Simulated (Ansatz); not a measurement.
The starting structures come from a database of crystals and need not be the phases stable at ambient conditions.

Tunnelling through a barrier is set by its complex band structure: the current falls as exp(−2κd) with the smallest κ.

Consider the following.

```
CELL_PARAMETERS angstrom
      4.25147     0.00000     0.00000
     -2.12574     3.68188     0.00000
      0.00000     0.00000     6.97679
ATOMIC_POSITIONS crystal
  In 0.66667 0.33333 0.50020
  In 0.33333 0.66667 0.00020
  P  0.66667 0.33333 0.87480
  P  0.33333 0.66667 0.37480
```

Space group of this cell: P6_3mc, wurtzite. The cell is strained (all lengths scaled by 1.02); by r2SCAN its mean pressure is -3.5 GPa.

Transport runs along the normal of the first two printed cell vectors, the (001) plane of the conventional cell.

The gap is the functional's own, uncorrected, and κ follows it; spin-orbit coupling is left out. Mid-gap values are interpolated between the computed energies.

Question: Give the band gap and the smallest decay constant κ at mid-gap that Ansatz (a program for electronic structure) with r2SCAN yields.

Answer: Gap 0.75 eV on a 12×12×6 mesh; κ = 0.053 1/Å, at the zone centre.
